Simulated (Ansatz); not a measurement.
# PBE against r2SCAN: BP, pressure 30 GPa

Consider BP in the zinc blende structure (space group F-43m, No. 216; a = 4.5483 Å).

(Cell as relaxed with PBE.)

Levels (all Ansatz, a quantum-chemistry and plane-wave program, PAW, earlier PAW set): PBE (420 eV, no SOC); r2SCAN (500 eV, no SOC).

Each level relaxes its own structure.

| base | PBE | r2SCAN |
|---|---|---|
| volume per atom | 11.76 Å³ | 11.67 Å³ |
| lattice parameter a | 4.548 Å | 4.536 Å |
| band gap | 1.25 eV | 1.41 eV |

The change: a hydrostatic pressure of 30 GPa.

| quantity | PBE | r2SCAN |
|---|---|---|
| lattice parameter a | 4.338 Å | (withheld) |
| hole mass (degenerate bands, along [100]) | 0.24, 0.24, 0.41 mₑ (at Γ) | (withheld) |
| band gap | 1.03 eV | (withheld) |
| smallest direct gap | 3.65 eV | (withheld) |

**Question.** Predict the r2SCAN column.

**Answer.** 
- lattice parameter a, r2SCAN: 4.333 Å
- hole mass (degenerate bands, along [100]), r2SCAN: 0.23, 0.23, 0.39 mₑ (at Γ)
- band gap, r2SCAN: 1.19 eV
- smallest direct gap, r2SCAN: 3.85 eV

PBE's lattice parameter a lies 0.005 Å above r2SCAN's (0.1 %); PBE's band gap lies 0.16 eV below r2SCAN's; PBE's smallest direct gap lies 0.206 eV below r2SCAN's. Neither level is exact; r2SCAN is the comparison here, not a measurement.

Load acts through the strain it causes; cell and atoms are relaxed under it. Effective masses come from finite differences of ±0.01 Å⁻¹. No phonon test of stability was made. Competing high-pressure phases were not computed.
